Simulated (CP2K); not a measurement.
Band structure of LaAl3Au (I4mm, 5 atoms in the cell).

```xyz
5
Lattice="6.2721 0.0000 0.0000 3.2373 5.3721 0.0000 -4.7547 -2.6861 3.0850" Properties=species:S:1:pos:R:3 pbc="T T T"
La     9.4056     5.3135     0.0000
Al     3.7881     2.1400     0.0000
Al     1.6212     2.6875     1.5425
Al     3.1386     0.0015     1.5425
Au     5.9721     3.3738     0.0000
```

Level of theory: CP2K with PBEsol, GPW, DZVP-MOLOPT-SR-GTH basis, GTH-PBE potentials (GTH_POTENTIALS).

Settings: CUTOFF = 500 Ry; REL_CUTOFF = 40 Ry; SMEAR/METHOD = FERMI_DIRAC; ELECTRONIC_TEMPERATURE = 1160.45 K; KPOINTS/SCHEME = MONKHORST-PACK 7 7 7; XC_FUNCTIONAL = PBE:PBESOL; La/BASIS_SET = DZVP-MOLOPT-SR-GTH; La/POTENTIAL = GTH-PBE-q11; Al/BASIS_SET = DZVP-MOLOPT-SR-GTH; Al/POTENTIAL = GTH-PBE-q3; Au/BASIS_SET = DZVP-MOLOPT-SR-GTH; Au/POTENTIAL = GTH-PBE-q11; METHOD = GPW; EPS_DEFAULT = 1e-10.

The starting cell comes from a database of computed structures (which also holds hypothetical and non-ambient phases and stackings), without a prior relaxation at this level. Spin-orbit coupling is off. Values carry the incompleteness of an atom-centred basis. The potentials were made for another functional than the one used.

Levels in eV from the Fermi level, bands 13 to 18:
```
point     13     14     15     16    17    18
-----  -----  -----  -----  -----  ----  ----
Γ      -1.52  -1.52  -1.38   1.47  1.58  1.58
X      -4.00  -2.37  -1.80  -1.19  1.99  2.68
Y      -3.28  -2.45  -1.67  -1.23  1.77  2.61
S      -1.46  -1.24  -0.62   0.91  1.05  1.89
Z      -1.34  -1.24   0.36   0.80  1.05  1.05
S1     -1.46  -1.24  -0.62   0.91  1.05  1.89
N      -2.94  -1.08  -0.32   0.71  0.75  1.70
P      -4.03  -2.08  -1.49  -1.49  0.75  3.34
Y1     -3.28  -2.45  -1.66  -1.23  1.77  2.61
```

Bands cross the Fermi level along this path, so the cell is metallic at this level.

Higher empty bands are left out: an atom-centred basis made for the valence describes them poorly.
